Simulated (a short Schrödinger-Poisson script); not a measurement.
Stack: MOS inversion layer, Al2O3 on p-type Si(100), at 300 K.

From the gate side: 6.3 nm Al2O3; 980 nm Si, acceptors 1.9e17 cm⁻³.

The device is made up for the run: typed textbook-type constants, with dimensions and the other settings drawn at random. Al2O3: permittivity 9, conduction-band edge (eV) 2.7, gap (eV) 6.8, electron mass (mₑ) 0.3. Si: permittivity 11.7, conduction-band edge (eV) 0, gap (eV) 1.124, Nv at 300 K (cm⁻³) 3.1e19.

Channel valleys (confinement mass, in-plane density-of-states mass, number): Δ2 0.916, 0.19, 2; Δ4 0.19, 0.417, 4. At the gate the conduction-band edge of layer 1 lies 3.29 eV − eVg above the Fermi level of the channel; the field vanishes at the back. Gaps are held at their typed values at every temperature. Mesh 0.03 nm at interfaces.

Solved with a short Schrödinger-Poisson script written for these runs: 1D Poisson equation in equilibrium, electrons quantum, Hartree (BenDaniel-Duke, 12 states a valley, the channel's in-plane mass for all, wave functions free to enter the dielectric), parabolic valleys, classical holes, full ionisation, no traps, pinning or gate leakage.

```tsv
Vg (V)	electrons (cm⁻²)	C (μF/cm²)	Δ2 E0 (meV from the Fermi level)	Δ4 E0 (meV from the Fermi level)
0.6	1.41e9	0.133	228.4	265.0
0.7	3.45e10	0.261	144.7	182.7
0.8	2.84e11	0.672	88.7	128.9
0.9	7.57e11	0.869	61.2	104.3
1	1.32e12	0.950	44.7	90.7
1.1	1.92e12	0.994	32.8	81.7
1.2	2.55e12	1.02	23.4	75.0
1.3	3.19e12	1.04	15.6	69.8
1.4	3.85e12	1.06	8.8	65.4
1.5	4.51e12	1.07	2.7	61.7
1.6	5.18e12	1.08	-2.8	58.4
1.7	5.85e12	1.09	-7.9	55.5
1.8	6.53e12	1.09	-12.7	52.8
1.9	7.22e12	1.10	-17.2	50.3
2	7.90e12	1.10	-21.5	48.1
2.1	8.59e12	1.11	-25.5	45.9
2.2	9.29e12	1.11	-29.5	43.9
```

Gate voltages with under 1e9 electrons/cm² are left out.

### Question
At Vg = 2.2 V the lowest Δ2 subband lies at -29.5 meV from the Fermi level. How many electrons does it hold, and what share of all?

### Answer
The two-dimensional density of states is g m/(πħ²) = 1.59e11 cm⁻² meV⁻¹ (both spins), kT = 25.9 meV, so n = D kT ln(1 + exp(−E/kT)) = 5.82e12 cm⁻², 0.63 of the 9.29e12 cm⁻² in all.

### Question
Compare the slope of the sheet density between 2 and 2.2 V with the geometric capacitance of the layers between gate and channel.

### Answer
q Δn/ΔV = 1.11 μF/cm²; ε0/Σ(t/ε) = 1.26 μF/cm². The ratio is 0.88: the channel acts as a further capacitance in series.
